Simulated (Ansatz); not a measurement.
The reference is CsSnI3 in the cubic perovskite structure (space group Pm-3m, No. 221; a = 6.224 Å). Axes: x, y, z lie along the cube axes.

Computed with r2SCAN/PAW in Ansatz (a quantum-chemistry and plane-wave program), no spin-orbit coupling.

Strains are applied to the cell and any free atomic positions relax; under biaxial strain the out-of-plane vector relaxes too; under stress the whole cell relaxes.

One change was made to it. Results:

The band gap falls by 0.02 eV, from 0.46 eV to 0.44 eV; the energy rises by 1.0 meV/atom.

Problem. Which change produced these results?
(A) uniaxial stress, 0.5 GPa tension along x
(B) uniaxial stress, 2 GPa tension along z
(C) isotropic strain −5.83 %
(D) biaxial strain −1.65 %, plane normal [001], relaxed out of plane

Solution. A, uniaxial stress, 0.5 GPa tension along x. For comparison, the band gap in the other runs: biaxial strain −1.65 %, plane normal [001], relaxed out of plane gives 0.22 eV; isotropic strain −5.83 % gives zero; uniaxial stress, 2 GPa tension along z gives 0.36 eV.

A case with no gap was solved on a k-mesh chosen for an insulator, which is coarse for it. Spin-orbit coupling, missing from the scalar runs, can matter with I. Beyond what the load breaks, stability against distortions was not tested. All final runs are without spin polarisation. Many cubic perovskites are stable only at high temperature; tilts and polar distortions were not tested. A zero or small gap of CsSnI3 under biaxial strain −1.65 %, plane normal [001], relaxed out of plane and CsSnI3 under isotropic strain −5.83 % can be the functional's error rather than a property of the material.
